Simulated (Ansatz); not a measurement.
Consider CaF2 in the fluorite structure (space group Fm-3m, No. 225; a = 5.421 Å).

All numbers come from Ansatz (a quantum-chemistry and plane-wave program), PBEsol, PAW, cutoff 420 eV, no spin-orbit coupling.

Base values:

The lattice parameter a comes out as 5.421 Å.

Perturbation: a hydrostatic pressure of 100 GPa.

Q: Predict the new lattice parameter a.

A: The lattice parameter a drops by 0.729 Å to 4.692 Å.

Load acts through the strain it causes; cell and atoms are relaxed under it. Whether these cells are dynamically stable was not tested. No other phases were tried under pressure.
